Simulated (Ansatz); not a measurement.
Electronic density of states of amorphous Ti₂Si₂₄O₅₂, density 2.37 g/cm³, on a 2×2×2 Γ-centred mesh with a Gaussian width of 0.1 eV; energies count from the Fermi level, whose place inside the gap is arbitrary. Cell and mesh are small, so fine structure isn't converged. All values below come from PBE, scalar-relativistic without spin-orbit coupling (plane waves to 420 eV, PAW; Ansatz, a program for electronic structure). Sampling: a 2×2×2 Γ-centred mesh; Fermi-Dirac width 0.02 eV; no spin polarisation. At PBE the levels at both edges of the gap are localised (band-tail or defect states), and the nearest spread-out levels lie 5.3 eV apart at the zone centre.

The cell was made by melting and quenching with the CHGNet potential and then relaxed with DFT. O atoms were pushed apart under 1.9 Å during the dynamics, to hinder bonds among them. The hot cell started wider than the set density and was brought back towards it in steps. It is the lowest in DFT energy of 2 quenches. It is a model cell: composition and starting density were chosen by hand, and all elements were melted together. No dispersion term was used. Its density started from a set value of 2.38 and ended at 2.37 g/cm³. The quench (nominally 340 K/ps over its main leg) was far faster than any real one, so the model tends to hold more defects than a real film. Values belong to this one cell and scatter from quench to quench. The volume was free in the relaxation, at fixed shape. Stress components on the final sampling reach 0.8 GPa.

| E - EF (eV) | states/(eV atom) |
|---|---|
| -12.00 | 0.00 |
| -11.90 | 0.00 |
| -11.80 | 0.00 |
| -11.70 | 0.00 |
| -11.60 | 0.00 |
| -11.50 | 0.00 |
| -11.40 | 0.00 |
| -11.30 | 0.02 |
| -11.20 | 0.07 |
| -11.10 | 0.11 |
| -11.00 | 0.06 |
| -10.90 | 0.03 |
| -10.80 | 0.08 |
| -10.70 | 0.12 |
| -10.60 | 0.12 |
| -10.50 | 0.15 |
| -10.40 | 0.17 |
| -10.30 | 0.17 |
| -10.20 | 0.13 |
| -10.10 | 0.16 |
| -10.00 | 0.17 |
| -9.90 | 0.17 |
| -9.80 | 0.17 |
| -9.70 | 0.18 |
| -9.60 | 0.20 |
| -9.50 | 0.23 |
| -9.40 | 0.23 |
| -9.30 | 0.20 |
| -9.20 | 0.18 |
| -9.10 | 0.17 |
| -9.00 | 0.16 |
| -8.90 | 0.20 |
| -8.80 | 0.22 |
| -8.70 | 0.17 |
| -8.60 | 0.14 |
| -8.50 | 0.18 |
| -8.40 | 0.25 |
| -8.30 | 0.24 |
| -8.20 | 0.17 |
| -8.10 | 0.17 |
| -8.00 | 0.16 |
| -7.90 | 0.22 |
| -7.80 | 0.22 |
| -7.70 | 0.25 |
| -7.60 | 0.34 |
| -7.50 | 0.38 |
| -7.40 | 0.40 |
| -7.30 | 0.49 |
| -7.20 | 0.52 |
| -7.10 | 0.50 |
| -7.00 | 0.57 |
| -6.90 | 0.61 |
| -6.80 | 0.47 |
| -6.70 | 0.39 |
| -6.60 | 0.37 |
| -6.50 | 0.43 |
| -6.40 | 0.45 |
| -6.30 | 0.42 |
| -6.20 | 0.45 |
| -6.10 | 0.44 |
| -6.00 | 0.34 |
| -5.90 | 0.20 |
| -5.80 | 0.07 |
| -5.70 | 0.16 |
| -5.60 | 0.33 |
| -5.50 | 0.38 |
| -5.40 | 0.36 |
| -5.30 | 0.33 |
| -5.20 | 0.33 |
| -5.10 | 0.40 |
| -5.00 | 0.48 |
| -4.90 | 0.52 |
| -4.80 | 0.48 |
| -4.70 | 0.55 |
| -4.60 | 0.66 |
| -4.50 | 0.72 |
| -4.40 | 0.74 |
| -4.30 | 0.78 |
| -4.20 | 0.72 |
| -4.10 | 0.72 |
| -4.00 | 0.83 |
| -3.90 | 0.94 |
| -3.80 | 0.93 |
| -3.70 | 0.90 |
| -3.60 | 0.91 |
| -3.50 | 0.90 |
| -3.40 | 0.90 |
| -3.30 | 0.88 |
| -3.20 | 0.89 |
| -3.10 | 0.91 |
| -3.00 | 0.87 |
| -2.90 | 0.84 |
| -2.80 | 0.84 |
| -2.70 | 0.73 |
| -2.60 | 0.72 |
| -2.50 | 0.67 |
| -2.40 | 0.62 |
| -2.30 | 0.58 |
| -2.20 | 0.49 |
| -2.10 | 0.52 |
| -2.00 | 0.40 |
| -1.90 | 0.17 |
| -1.80 | 0.13 |
| -1.70 | 0.24 |
| -1.60 | 0.21 |
| -1.50 | 0.15 |
| -1.40 | 0.05 |
| -1.30 | 0.07 |
| -1.20 | 0.13 |
| -1.10 | 0.05 |
| -1.00 | 0.00 |
| -0.90 | 0.00 |
| -0.80 | 0.00 |
| -0.70 | 0.00 |
| -0.60 | 0.00 |
| -0.50 | 0.00 |
| -0.40 | 0.00 |
| -0.30 | 0.00 |
| -0.20 | 0.00 |
| -0.10 | 0.00 |
| 0.00 | 0.00 |
| 0.10 | 0.00 |
| 0.20 | 0.00 |
| 0.30 | 0.00 |
| 0.40 | 0.00 |
| 0.50 | 0.00 |
| 0.60 | 0.00 |
| 0.70 | 0.00 |
| 0.80 | 0.00 |
| 0.90 | 0.00 |
| 1.00 | 0.00 |
| 1.10 | 0.05 |
| 1.20 | 0.13 |
| 1.30 | 0.06 |
| 1.40 | 0.01 |
| 1.50 | 0.07 |
| 1.60 | 0.13 |
| 1.70 | 0.05 |
| 1.80 | 0.08 |
| 1.90 | 0.13 |
| 2.00 | 0.04 |
| 2.10 | 0.01 |
| 2.20 | 0.10 |
| 2.30 | 0.22 |
| 2.40 | 0.23 |
| 2.50 | 0.16 |
| 2.60 | 0.05 |
| 2.70 | 0.01 |
| 2.80 | 0.08 |
| 2.90 | 0.13 |
| 3.00 | 0.05 |
| 3.10 | 0.08 |
| 3.20 | 0.13 |
| 3.30 | 0.05 |
| 3.40 | 0.05 |
| 3.50 | 0.13 |
| 3.60 | 0.09 |
| 3.70 | 0.02 |
| 3.80 | 0.03 |
| 3.90 | 0.07 |
| 4.00 | 0.14 |
| 4.10 | 0.15 |
| 4.20 | 0.08 |
| 4.30 | 0.08 |
| 4.40 | 0.09 |
| 4.50 | 0.09 |
| 4.60 | 0.09 |
| 4.70 | 0.06 |
| 4.80 | 0.04 |
| 4.90 | 0.05 |
| 5.00 | 0.11 |
| 5.10 | 0.14 |
| 5.20 | 0.13 |
| 5.30 | 0.13 |
| 5.40 | 0.14 |
| 5.50 | 0.15 |
| 5.60 | 0.13 |
| 5.70 | 0.16 |
| 5.80 | 0.20 |
| 5.90 | 0.21 |
| 6.00 | 0.19 |
| 6.10 | 0.21 |
| 6.20 | 0.25 |
| 6.30 | 0.27 |
| 6.40 | 0.33 |
| 6.50 | 0.35 |
| 6.60 | 0.38 |
| 6.70 | 0.46 |
| 6.80 | 0.50 |

The gap between localised states on this mesh is 2.41 eV; the broadening fills part of it in the curve.
